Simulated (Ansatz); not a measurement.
Here is the system:

```xyz
2
Lattice="0.1825 3.3696 3.3696 3.3696 0.1825 3.3696 3.3696 3.3696 0.1825" Properties=species:S:1:pos:R:3 pbc="T T T"
Cd     0.0315     0.0315     0.0315
Te     1.6989     1.6989     1.6989
```

Computed with r2SCAN with spin-orbit coupling, rigid bands (plane waves, PAW; Ansatz, a quantum-chemistry and plane-wave program). Condition of this run: uniaxial stress along [111] of -3.5 GPa (compression positive) (the target of the relaxation). Cell: cell and atoms relaxed with PBEsol, then loaded as said.

Q: What conductivity effective mass do dilute holes have at 300 K?

A: 0.28 mₑ.

Q: What conductivity effective mass do dilute electrons have at 300 K?

A: 0.095 mₑ.

Q: And the band gap?

A: 0.66 eV at this level; semilocal functionals usually fall short of the measured gap.

Rigid bands, one relaxation time for all states, no polarons. Geometry: cell and atoms relaxed with PBEsol.
